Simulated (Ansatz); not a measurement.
Input:

Host crystal: tetragonal HfO2, with a band gap (PBE, scalar-relativistic without spin-orbit coupling).

End structure of OH on the 1x1 (101) surface of tetragonal HfO2 (a metastable polymorph) (cut with top plane O), one in a 1x1 cell, started at the site 'over Hf at depth 1.0 Å':

```xyz
20
Lattice="3.6044 0.0000 0.0000 0.0000 6.3798 0.0000 0.0000 0.0000 27.0000" Properties=species:S:1:pos:R:3 pbc="T T T"
O      1.8022     3.1786     9.7183
O      0.0000     0.3987     9.8915
Hf     0.0000     4.3219    10.6690
Hf     1.8022     1.2825    10.5172
O      1.8022     5.2749    11.1815
O      0.0000     2.4889    11.5079
O      1.8022     1.0607    12.6196
O      0.0000     4.6421    12.8574
Hf     0.0318     2.3266    13.5565
Hf     1.8017     5.5403    13.4412
O      1.8348     3.1963    14.0891
O     -0.0254     0.4098    14.3767
O      1.7348     5.3223    15.5467
O      0.0558     2.5831    15.8905
Hf     0.0410     0.3285    16.4153
Hf     1.8873     3.4756    16.5421
O      1.8365     1.1187    17.0719
O      0.0645     4.7869    17.2515
O      2.1643     3.5768    18.5879
H      2.9875     3.2847    19.0160
```

Slab: 20 atoms, 7.6 Å thick at the start under the adsorbate (thin: gaps and levels are the slab's own); k 6x3x1, smearing 0.01 eV, dipole-corrected; 8 atoms held, the rest relaxed; no symmetry held; spin-polarised, ending with about 1.0 μB a cell; orders that need a larger cell were not tried, no spin-orbit, no U, no dispersion correction. At the end it is bonded to Hf. In PBE this state lies 0.08 eV over the lowest of the starts that converged ('over O at depth 1.5 Å').

A negative adsorption energy means that the adsorbate is more stable on the surface than in its reference.

**Question.** What is the computed adsorption energy against H2O(g) − ½ H2(g) (PBE run with Ansatz, a program for electronic structure)?

**Answer.** 151 kJ/mol

**Question.** What is the computed change of the step from the bottom to the top vacuum level, against the clean slab (PBE)?

**Answer.** -0.20 eV
